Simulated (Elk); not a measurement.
Elk run on PrS (Fm-3m, 2 atoms in the cell): self-consistent single point.

Method: PBEsol+U, all-electron FP-LAPW, Elk's shipped species files, APW+lo basis with extra local orbitals (Elk 10.2.4).

```xyz
2
Lattice="0.0000 2.9036 2.9036 2.9036 0.0000 2.9036 2.9036 2.9036 0.0000" Properties=species:S:1:pos:R:3 pbc="T T T"
Pr     0.0000     0.0000     0.0000
S      2.9036     2.9036     2.9036
```
Moments meant for the start (each program seeds them in its own way; μB, in the order of the atoms Pr S): 2.0 0.0.

Reference input (self-consistent single point, DFT, PBEsol, all-electron FP-LAPW, Elk's shipped species files, APW+lo basis with extra local orbitals): xctype = 22; spinpol = true; rgkmax = 7.5; stype = 0; swidth = 0.00499791 Ha; ngridk = 13 13 13; reducebf = 0.7; gmaxvr = 14 1/bohr; nxlo = 2; lorbcnd = true; lmaxi = 3; nempty = 10 per atom. This run's input differs from it in these lines:

```diff
@@ -39,2 +39,6 @@
 
+dft+u
+  1 1
+  1 3  0.110248  0.000000
+
 avec
```

Output (repeated stretches shortened):

```
│ Self-consistent loop started │
│ Loop number : 1 │
 total energy                :     -9557.90638671
 total moment                :   0.6780404221
│ Loop number : 2 │
 total energy                :     -9555.33396528
 total moment                :   0.5474886955
RMS change in Kohn-Sham potential (target) :    2.480424515     (  0.1000000000E-05)
Absolute change in total energy (target)   :    2.572421437     (  0.1000000000E-03)
│ Loop number : 3 │
 total energy                :     -9559.47771204
 total moment                :   0.5725537821
RMS change in Kohn-Sham potential (target) :    2.451237556     (  0.1000000000E-05)
   [... lines left out ...]
│ Loop number : 98 │
 total energy                :     -9638.10330732
 total moment                :   -2.553865262
RMS change in Kohn-Sham potential (target) :   0.3368728137E-04 (  0.1000000000E-05)
Absolute change in total energy (target)   :   0.8251948384E-04 (  0.1000000000E-03)
│ Loop number : 99 │
 total energy                :     -9638.10852835
 total moment                :   -2.553978579
RMS change in Kohn-Sham potential (target) :   0.1445352401E-04 (  0.1000000000E-05)
Absolute change in total energy (target)   :   0.5241651703E-02 (  0.1000000000E-03)
│ Loop number : 100 │
Reached self-consistent loops maximum

Energies :
 Fermi                       :     0.315617655164
 xc effective B-field        :    -0.854380881074E-01
 external B-field            :      0.00000000000
 DFT+U                       :     0.969110465110E-01
 total energy                :     -9638.10902958
 (external B-field energy excluded from total)

   [... lines left out ...]
Density of states at Fermi energy :    96.97175360
Estimated indirect band gap :   0.2912206478E-03
Estimated direct band gap   :   0.2493050142E-02
   [... lines left out ...]
 at k-point     40

Charges :
 core                        :    56.00000000
 valence                     :    19.00000000
 interstitial                :    3.581174379
 muffin-tins (core leakage)
  species :    1 (Pr)
   atom    1                 :    56.85550085     (  0.9356902562E-04)
  species :    2 (S)
   atom    1                 :    14.56332477     (  0.7072368300E-04)
 total in muffin-tins        :    71.41882562
 total calculated charge     :    74.99845350
 total charge                :    75.00000000
 error                       :   0.1546496832E-02

Moments :
 interstitial                :  -0.2054137488
 muffin-tins
  species :    1 (Pr)
   atom    1                 :   -2.392553520
  species :    2 (S)
   atom    1                 :   0.4396130518E-01
 total in muffin-tins        :   -2.348592215
 total moment                :   -2.554005964

│ Self-consistent loop stopped │
```

The run ended unconverged after 100 iterations. 

The starting cell comes from a database of computed structures (which also holds hypothetical and non-ambient phases and stackings), without a prior relaxation at this level. Spin-orbit coupling is off. Values depend on the basis (sphere radii, cutoffs, local orbitals), which need not be converged.

Cost on one core of a shared machine: roughly 4 min.
